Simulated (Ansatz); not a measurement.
# HgS: response to strain

Start from HgS in the zinc blende structure (space group F-43m, No. 216; a = 5.8759 Å). Axes: x, y, z lie along the cube axes.

Strains are applied to the cell and any free atomic positions relax; under biaxial strain the out-of-plane vector relaxes too.

All numbers come from PBEsol, PAW, 420 eV (Ansatz, a first-principles code; no spin-orbit coupling).

Notes on the quantities. energy relative to the base: free energy F; pressure: mean of the normal stresses, compression positive.

```json
[
 {"change": "base", "shortest interatomic distance": "254.4 pm", "energy relative to the base": "0 meV/atom", "pressure": "0.0 GPa", "space group": "F-43m (No. 216)"},
 {"change": "biaxial strain −2.03 %, plane normal [001], relaxed out of plane", "shortest interatomic distance": "253.7 pm", "energy relative to the base": "+2.8 meV/atom", "pressure": "___", "space group": "I-4m2 (No. 119)"},
 {"change": "biaxial strain +0.64 %, plane normal [001], relaxed out of plane", "shortest interatomic distance": "___", "energy relative to the base": "+0.3 meV/atom", "pressure": "-0.2 GPa", "space group": "I-4m2 (No. 119)"},
 {"change": "biaxial strain +2.07 %, plane normal [001], relaxed out of plane", "shortest interatomic distance": "___", "energy relative to the base": "___", "pressure": "-0.6 GPa", "space group": "I-4m2 (No. 119)"},
 {"change": "biaxial strain +0.29 %, plane normal [110], relaxed out of plane", "shortest interatomic distance": "254.6 pm", "energy relative to the base": "+0.1 meV/atom", "pressure": "-0.2 GPa", "space group": "Imm2 (No. 44)"},
 {"change": "uniaxial strain ε_xx = −0.13 %", "shortest interatomic distance": "254.3 pm", "energy relative to the base": "0.0 meV/atom", "pressure": "0.1 GPa", "space group": "I-4m2 (No. 119)"}
]
```

Problem. Complete the table.

Solution. 
- biaxial strain −2.03 %, plane normal [001], relaxed out of plane, pressure: 0.6 GPa
- biaxial strain +0.64 %, plane normal [001], relaxed out of plane, shortest interatomic distance: 254.7 pm
- biaxial strain +2.07 %, plane normal [001], relaxed out of plane, shortest interatomic distance: 255.3 pm
- biaxial strain +2.07 %, plane normal [001], relaxed out of plane, energy relative to the base: +2.7 meV/atom

A biaxial case was relaxed in a doubled cell and then solved in the primitive one. A case with no gap was solved on a k-mesh chosen for an insulator, which is coarse for it. Stability against distortions was not tested. All final runs are without spin polarisation.
